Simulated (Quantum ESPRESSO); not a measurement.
Input and output of a self-consistent single point for CrO₂ (P4_2/mnm, 6 atoms in the cell) (Quantum ESPRESSO).

Method of the run: PBEsol, SSSP 1.1.2 efficiency (PBE) pseudopotentials (plane waves; Quantum ESPRESSO 7.5).

```
CrO2
1.0
    4.45328     0.00000     0.00000
    0.00000     4.45328     0.00000
    0.00000     0.00000     2.94303
Cr O
2 4
Direct
  0.00000   0.00000   0.50000
  0.50000   0.50000   0.00000
  0.19726   0.19726   0.00000
  0.80274   0.80274   0.00000
  0.30274   0.69726   0.50000
  0.69726   0.30274   0.50000
```
Moments meant for the start (each program seeds them in its own way; μB, in the order of the atoms Cr Cr O O O O): 3.0 3.0 0.0 0.0 0.0 0.0.

Reference input (self-consistent single point, DFT, PBE, plane waves, SSSP 1.1.2 efficiency (PBE) pseudopotentials): ecutwfc = 55 Ry; ecutrho = 440 Ry; occupations = smearing; smearing = gaussian; degauss = 0.019992 Ry; nspin = 2; potentials = {Cr: cr_pbe_v1.5.uspp.F.UPF, O: O.pbe-n-kjpaw_psl.0.1.UPF}; K_POINTS = automatic 5 5 7 0 0 0; conv_thr = 1e-10 Ry; mixing_beta = 0.4. This run's input differs from it in these lines:

```diff
@@ -21,2 +21,3 @@
     starting_magnetization(1) = 0.214
+    input_dft = 'pbesol'
 /
```

Output (repeated stretches shortened):

```
     Self-consistent Calculation

     iteration #  1     ecut=    55.00 Ry     beta= 0.40

     negative rho (up, down):  9.359E-04 2.706E-03

     total energy              =    -514.29956173 Ry
     estimated scf accuracy    <       3.47593143 Ry

     total magnetization       =     4.00 Bohr mag/cell
     absolute magnetization    =     4.16 Bohr mag/cell

     iteration #  2     ecut=    55.00 Ry     beta= 0.40

     negative rho (up, down):  6.602E-04 1.548E-03

     total energy              =    -513.35727969 Ry
     estimated scf accuracy    <      13.85840709 Ry

     total magnetization       =     2.35 Bohr mag/cell
   [... lines left out ...]

     total magnetization       =     4.00 Bohr mag/cell
     absolute magnetization    =     4.71 Bohr mag/cell

     iteration # 17     ecut=    55.00 Ry     beta= 0.40

     negative rho (up, down):  2.686E-06 6.149E-03

     Magnetic moment per site  (integrated on atomic sphere of radius R)
     atom   1 (R=0.177)  charge= 10.5923  magn=  1.7534
     atom   2 (R=0.177)  charge= 10.5923  magn=  1.7534
     atom   3 (R=0.177)  charge=  5.2502  magn= -0.0768
     atom   4 (R=0.177)  charge=  5.2502  magn= -0.0768
     atom   5 (R=0.177)  charge=  5.2502  magn= -0.0768
     atom   6 (R=0.177)  charge=  5.2502  magn= -0.0768
     End of self-consistent calculation

     the Fermi energy is    10.3291 ev

!    total energy              =    -515.53428762 Ry
     estimated scf accuracy    <          4.4E-11 Ry
     smearing contrib. (-TS)   =      -0.00473485 Ry
     internal energy E=F+TS    =    -515.52955276 Ry

     total magnetization       =     4.00 Bohr mag/cell
     absolute magnetization    =     4.71 Bohr mag/cell

     convergence has been achieved in  17 iterations

     negative rho (up, down):  2.686E-06 6.149E-03

     Forces acting on atoms (cartesian axes, Ry/au):

     atom    1 type  1   force =     0.00000000    0.00000000    0.00000000
     atom    2 type  1   force =     0.00000000    0.00000000    0.00000000
     atom    3 type  2   force =    -0.00544897   -0.00544897    0.00000000
   [... lines left out ...]
     Total force =     0.015412     Total SCF correction =     0.000002
   [... lines left out ...]

     negative rho (up, down):  2.686E-06 6.149E-03
          total   stress  (Ry/bohr**3)                   (kbar)     P=     -115.70
  -0.00070314   0.00000000   0.00000000         -103.44        0.00        0.00
   0.00000000  -0.00070314   0.00000000            0.00     -103.44        0.00
   0.00000000   0.00000000  -0.00095319            0.00        0.00     -140.22

   JOB DONE.
```

The run converged in 17 iterations. Against the reference run the pressure goes from -3.23 to -11.57 GPa, the largest force goes from 0.127 to 0.198 eV/Å and the size of the net moment stays at 0.67 μB/atom.

The starting cell comes from a database of computed structures (which also holds hypothetical and non-ambient phases and stackings), without a prior relaxation at this level. Its lattice was rescaled by a random factor within 2.5 % of one. The magnetic order is the one reached from the typed start; others were not searched systematically. With a pressure of about -12 GPa the cell is away from its equilibrium volume at this level.

Cost on one core of a shared machine: roughly 2 min.
